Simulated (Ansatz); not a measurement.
```yaml
crystal:
  lattice:
    - [3.82401, 0.00000, 0.00000]
    - [1.91200, 3.31169, 0.00000]
    - [0.00000, 0.00000, 18.18700]
  atoms:
    - { symbol: Se, position: [0.66667, 0.66667, 0.41199] }
    - { symbol: Sn, position: [0.00000, 0.00000, 0.50000] }
    - { symbol: Se, position: [0.33333, 0.33333, 0.58801] }
```

No spin polarisation.

Calculations: PBE-D3(BJ) (Ansatz, a first-principles code; PAW; 420 eV plane waves; spin-orbit coupling left out). Settings: 10×10×1 k-points, 0.05 eV Fermi–Dirac smearing. The cell is a slab with vacuum along z.

Problem. Predict the gap character, band gap, smallest direct gap and layer's space group.

Solution. Gap character: indirect, Γ–M (25 % along) → M
Band gap: 0.76 eV
Smallest direct gap: 1.12 eV
Layer's space group (with vacuum): P-3m1 (No. 164)

Whether these cells are dynamically stable was not tested. The cell was made from SnSe2 in the CdI2 type structure (space group P-3m1, No. 164; layered, stacked along the Cartesian z axis) by this change: a free-standing slab of 1 layer (3 atoms, 3 a layer) is cut normal to the stacking axis, with 15 Å of vacuum and the in-plane cell relaxed.
